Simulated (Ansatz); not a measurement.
A single chain of Se2Te cut from its crystal, 3 atoms a period, stretched and compressed along its axis from its relaxed period of 5.165 Å, atoms relaxed at each length.

Level of theory: PBE+D3(BJ) (plane waves to 420 eV, PAW; Ansatz, a first-principles code). Mesh 1×1×6. No spin polarisation. It repeats along c; a and b span vacuum. A model cut from a filed crystal. It keeps the symmetry and period of its start, so it need not be a minimum against all distortions. Pairing along the axis, which can open a gap, is among the distortions not tried. Values not marked SOC lack spin–orbit coupling. Buckling under compression is shut out by symmetry and the short period. Energies are free energies at a Fermi–Dirac width of 0.02 eV, from the unstrained cell.

```csv
strain (%),energy (meV a period),axial force (nN),PBE gap (eV)
-3.0,+16,-0.33,2.01
-1.5,+4,-0.17,1.96
0.0,0,+0.01,1.88
+1.5,+5,+0.18,1.77
+3.0,+17,+0.35,1.63
+6.0,+66,+0.66,1.34
```

The slope of the force at zero strain is 12 nN.
